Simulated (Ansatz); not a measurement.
Take HgS (space group P3_221, No. 154; a = 4.465 Å, c = 9.758 Å; made of chains) as the base.

All numbers come from DFT with PBE, PAW potentials and a 420 eV plane-wave cutoff in Ansatz (an electronic-structure program), no spin-orbit coupling.

Strains are applied to the cell and any free atomic positions relax.

One change was made to it. Results:

The energy rises by 0.7 meV/atom; the largest internal atomic displacement amounts to 0.044 Å; the band gap rises by 0.06 eV, from 1.83 eV to 1.89 eV.

### Question
Which of these changes matches the shifts?
(A) isotropic strain +4.80 %
(B) isotropic strain +5.73 %
(C) isotropic strain +1.06 %
(D) isotropic strain +5.11 %

### Answer
C, isotropic strain +1.06 %. For comparison, the band gap in the other runs: isotropic strain +4.80 % gives 2.01 eV; isotropic strain +5.11 % gives 2.01 eV; isotropic strain +5.73 % gives 2.01 eV.

Spin-orbit coupling, missing from the scalar runs, can matter with Hg. No phonon test of stability was made. No dispersion term is included, though the crystal is made of layers, chains or molecules, so its spacings can come out too wide.
